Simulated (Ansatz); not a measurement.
An Ansatz (a program for electronic structure) input (DFT with r2SCAN, PAW potentials and a 500 eV plane-wave cutoff in Ansatz, spin-orbit coupling left out, earlier PAW set):

Ansatz 0.2 input:
```yaml
crystal:
  lattice:
    - [-1.5478081557, 1.5478081557, 1.5478081557]
    - [1.5478081557, -1.5478081557, 1.5478081557]
    - [1.5478081557, 1.5478081557, -1.5478081557]
  atoms:
    - { symbol: Re, position: [0, 0, 0] }
basis: { ecutwfc: 500, ecutrho_ratio: 4, xc_grid: 4, fft_grid_basis: typed }
kpoints: { mp_grid: { grid: [21, 21, 21] } }
hamiltonian:
  xc: r2scan
  dispersion: none
  pseudopotentials: { azcp: { folder: ./paw }, kind: paw }
scf: { occupations: { method: fermi_dirac, width: 0.05 }, convergence: { dr2_threshold: 0.0000000001 } }
output: { forces: true, stress: true }
checkpoint: { write: state.ck, write_every: 1000 }
```

**Question.** Which symmetry and how many k-points will the program report, and about how many plane waves at Γ?

**Answer.** Space group Im-3m (ITA 229) with 48 operations, k-points 286 of 9261, and 369 plane waves at Γ.

Whether these cells are dynamically stable was not tested. The final runs are not spin-polarised. The cell was made from Ta by this change: Ta → Re; the result is a model cell, its experimental status unchecked. This is not the structure that Re has at room temperature and ambient pressure.
